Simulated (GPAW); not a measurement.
A self-consistent single point of PtS2 (P-3m1, 3 atoms in the cell) with GPAW

Method of the run: PBE, GPAW PAW datasets PBE (gpaw-data 1.0.1) (plane waves; GPAW 25.7.0).

The input file:

```python
from ase import Atoms
from ase.units import GPa
from gpaw import GPAW

atoms = Atoms(['Pt', 'S', 'S'],
              cell=[[3.504736, 0.000000, 0.000000],
                    [-1.752368, 3.035190, 0.000000],
                    [0.000000, 0.000000, 5.527666]],
              positions=[[0.000000, 0.000000, 0.000000],
                         [1.752370, 1.011729, 4.309700],
                         [-0.000002, 2.023461, 1.217966]],
              pbc=True)

calc = GPAW(mode={'name': 'pw', 'ecut': 550},
            xc='PBE',
            kpts={'size': (6, 6, 3), 'gamma': True},
            occupations={'name': 'fermi-dirac', 'width': 0.05},
            nbands=-4,
            convergence={'forces': 0.001, 'bands': -2},
            symmetry={'symmorphic': False, 'tolerance': 0.0005},
            maxiter=150,
            txt='-')

atoms.calc = calc

energy = atoms.get_potential_energy()
print('Energy (eV):', round(energy, 6))
forces = atoms.get_forces()
print('Forces (eV/Ang):')
print(forces.round(5))
stress = atoms.get_stress()
print('Stress (GPa, Voigt):', (stress / GPa).round(4))
```

Output, abridged:

```
Input parameters:
  convergence: {bands: -2,
                forces: 0.001}
  kpts: {gamma: True,
         size: (6, 6, 3)}
  maxiter: 150
  mode: {ecut: 550,
         name: pw}
  nbands: -4
  occupations: {name: fermi-dirac,
                width: 0.05}
  symmetry: {symmorphic: False,
             tolerance: 0.0005}
  xc: PBE

species:
  Pt:
    name: Platinum
    Z: 78.0
    valence: 16
    core: 62
    charge: 0.0
    file: Pt.PBE.gz

    # Using partial waves for Pt as LCAO basis

  S:
    name: Sulfur
    Z: 16.0
    valence: 6
    core: 10
    charge: 0.0
    file: S.PBE.gz

    # Using partial waves for S as LCAO basis

Reference energy: -522090.602563  # eV

Spin-paired calculation

Convergence criteria:
 Maximum [total energy] change in last 3 cyles: 0.0005 eV / valence electron
 Maximum integral of absolute [dens]ity change: 0.0001 electrons / valence electron
 Maximum integral of absolute [eigenst]ate change: 4e-08 eV^2 / valence electron
 Maximum change in the atomic [forces] across last 2 cycles: 0.001 eV/Ang OR
Maximum error relative to the maximum force is below inf
 Maximum number of scf [iter]ations: 150

Symmetries present (total): 12
Symmetries with fractional translations: 0
108 k-points: 6 x 6 x 3 Monkhorst-Pack grid + [1/12,1/12,0.000000]
17 k-points in the irreducible part of the Brillouin zone
       k-points in crystal coordinates                weights
   0:     0.00000000    0.00000000    0.00000000          1/108
   1:     0.00000000    0.00000000    0.33333333          2/108
   2:     0.16666667    0.00000000   -0.33333333          6/108
   [... 7 lines left out ...]
          ...
  16:     0.50000000    0.50000000    0.33333333          6/108

Wave functions: Plane wave expansion
  Cutoff energy: 550.000 eV
  Number of coefficients (min, max): 1711, 1742
  Pulay-stress correction: 0.000000 eV/Ang^3 (de/decut=0.000000)

Occupation numbers: Fermi-Dirac:
  width: 0.0500  # eV

Eigensolver

Densities:
  Coarse grid: 20*20*30 grid
  Fine grid: 40*40*60 grid
  Total Charge: 0.000000

Density mixing:
  Method: separate
  Backend: pulay
  Linear mixing parameter: 0.05
  old densities: 5
  Damping of long wavelength oscillations: 50

Hamiltonian:
  XC and Coulomb potentials evaluated on a 40*40*60 grid
  External potential:
    NoExternalPotential

XC parameters: PBE with 2 nearest neighbor stencil

Number of atoms: 3
Number of atomic orbitals: 20
Number of bands in calculation: 18
Number of valence electrons: 28
Bands to converge: 16

Density initialized from atomic densities
  18 bands from LCAO basis set

Atomic positions and initial magnetic moments

Positions:
   0 Pt     0.000000    0.000000    0.000000    ( 0.0000,  0.0000,  0.0000)
   1 S      1.752370    1.011729    4.309700    ( 0.0000,  0.0000,  0.0000)
   2 S     -0.000002    2.023461    1.217966    ( 0.0000,  0.0000,  0.0000)

Unit cell:
           periodic     x           y           z      points  spacing
  1. axis:    yes    3.504736    0.000000    0.000000    20     0.1518
  2. axis:    yes   -1.752368    3.035190    0.000000    20     0.1518
  3. axis:    yes    0.000000    0.000000    5.527666    30     0.1843

  Lengths:   3.504736   3.504736   5.527666
  Angles:   90.000000  90.000000 120.000003

Effective grid spacing dv^(1/3) = 0.1699

     iter     time        total  log10-change:
                         energy   eigst   dens  force
iter:   1 --:--:--   -16.960463   +0.55
iter:   2 --:--:--   -16.606205   -0.49  -1.27
iter:   3 --:--:--   -15.743956   -1.00  -1.30
iter:   4 --:--:--   -15.690161   -1.89  -1.45
iter:   5 --:--:--   -15.651094   -1.71  -1.51
iter:   6 --:--:--   -15.645468   -2.38  -1.90
iter:   7 --:--:--   -15.610552   -2.63  -1.93
iter:   8 --:--:--   -15.608189   -2.22  -2.15
iter:   9 --:--:--   -15.607087c  -3.22  -2.54
iter:  10 --:--:--   -15.606505c  -3.31  -2.67
iter:  11 --:--:--   -15.606826c  -4.31  -2.63
iter:  12 --:--:--   -15.605447c  -2.97  -2.62
iter:  13 --:--:--   -15.605233c  -4.64  -3.06
iter:  14 --:--:--   -15.605219c  -5.55  -3.48
iter:  15 --:--:--   -15.605236c  -5.90  -3.54
iter:  16 --:--:--   -15.605210c  -6.57  -3.54
iter:  17 --:--:--   -15.605220c  -6.76  -3.58
iter:  18 --:--:--   -15.605198c  -5.23  -3.59
iter:  19 --:--:--   -15.605197c  -6.06  -3.83
iter:  20 --:--:--   -15.605196c  -6.21  -3.95
iter:  21 --:--:--   -15.605195c  -7.10  -4.03c
iter:  22 --:--:--   -15.605193c  -7.19  -4.13c
iter:  23 --:--:--   -15.605192c  -7.09  -4.20c
iter:  24 --:--:--   -15.605192c  -7.14  -4.31c
iter:  25 --:--:--   -15.605192c  -7.87c -4.43c
iter:  26 --:--:--   -15.605192c  -7.83c -4.44c -2.24
iter:  27 --:--:--   -15.605192c  -8.11c -4.48c -2.60
iter:  28 --:--:--   -15.605192c  -7.94c -4.60c -2.76
iter:  29 --:--:--   -15.605192c  -7.43c -4.71c -2.34
iter:  30 --:--:--   -15.605192c  -8.35c -5.12c -2.99
iter:  31 --:--:--   -15.605192c  -8.70c -5.12c -2.83
iter:  32 --:--:--   -15.605192c -10.16c -5.16c -3.26c

Converged after 32 iterations.

Dipole moment: (-0.000000, 0.000000, -0.000000) |e|*Ang

Energy contributions relative to reference atoms: (reference = -522090.602563)

Kinetic:         +8.132340
Potential:       -9.804833
External:        +0.000000
XC:             -13.614071
Entropy (-ST):   -0.000000
Local:           -0.318628
SIC:             +0.000000
--------------------------
Free energy:    -15.605192
Extrapolated:   -15.605192

Showing only first 2 kpts
 Kpt  Band  Eigenvalues  Occupancy
  0    12      5.47854    2.00000
  0    13      5.95785    2.00000
  0    14      8.94804    0.00000
  0    15      8.94806    0.00000

  1    12      5.40848    2.00000
  1    13      5.41849    2.00000
  1    14      9.12301    0.00000
  1    15      9.12303    0.00000

Fermi level: 6.83939

Gap: 1.384 eV
Transition (v -> c):
  (s=0, k=2, n=13, [0.17, 0.00, -0.33]) -> (s=0, k=7, n=14, [0.33, 0.00, -0.33])
Direct/indirect transitions are different
Direct gap: 1.688 eV
Transition at: (s=0, k=5, n=13, [0.33, -0.17, 0.00])
Energy (eV): -15.605192

Forces in eV/Ang:
  0 Pt   -0.00000    0.00000    0.00000
  1 S     0.00000    0.00000   -0.64000
  2 S     0.00000   -0.00000    0.64000

Stress tensor:
    -0.055236     0.000000     0.000000
     0.000000    -0.055236     0.000000
     0.000000     0.000000    -0.033582
Stress (GPa, Voigt): [-8.8498 -8.8498 -5.3804  0.      0.      0.    ]
```

The run converged in 32 iterations. GPAW prints stress with tension positive.

The starting cell comes from a database of computed structures (which also holds hypothetical and non-ambient phases and stackings), without a prior relaxation at this level. Its lattice was rescaled by a random factor within 2.5 % of one. Spin-orbit coupling is off. With a pressure of about 8 GPa the cell is away from its equilibrium volume at this level. Another mesh or the band path of this cell gives a smaller gap, so this value is not converged in the mesh.
